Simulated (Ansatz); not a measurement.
Start from RuSi (space group P2_13, No. 198; a = 4.690 Å). Axes: x, y, z lie along the cube axes.

It is then changed as follows: tensile biaxial strain of 1.30 % in the plane normal to [110], as in epitaxy on a mismatched substrate; the out-of-plane cell vector and the atoms relax.

Levels (all Ansatz, a quantum-chemistry and plane-wave program, PAW): PBEsol (420 eV, spin-orbit coupling left out); PBEsol+SOC (420 eV, spin-orbit coupling included).

The geometry is relaxed with PBEsol.

| Quantity | Result |
|---|---|
| PBEsol lowest conduction level above the VBM at special points | Y₂ 0.21 eV; B 0.24 eV; Z 0.31 eV; E 0.62 eV |
| PBEsol smallest direct gap | 0.31 eV |
| PBEsol width of the top valence band | 1.11 eV |

Question: How does going to PBEsol+SOC change the lowest conduction level above the VBM at special points, smallest direct gap and width of the top valence band?

Answer: The lowest conduction level above the VBM at special points changes from Y₂ 0.21 eV; B 0.24 eV; Z 0.31 eV; E 0.62 eV to Y₂ 0.16 eV; B 0.17 eV; Z 0.22 eV; E 0.56 eV; the smallest direct gap falls by 0.08 eV (0.31 eV → 0.23 eV); the width of the top valence band drops by 0.034 eV, from 1.11 eV to 1.07 eV.

Single points use the geometry relaxed with PBEsol. The spin-orbit shifts are approximate. Whether these cells are dynamically stable was not tested. The zero or small gap of RuSi can change with the level of theory. k-point labels follow each cell's own Brillouin zone.
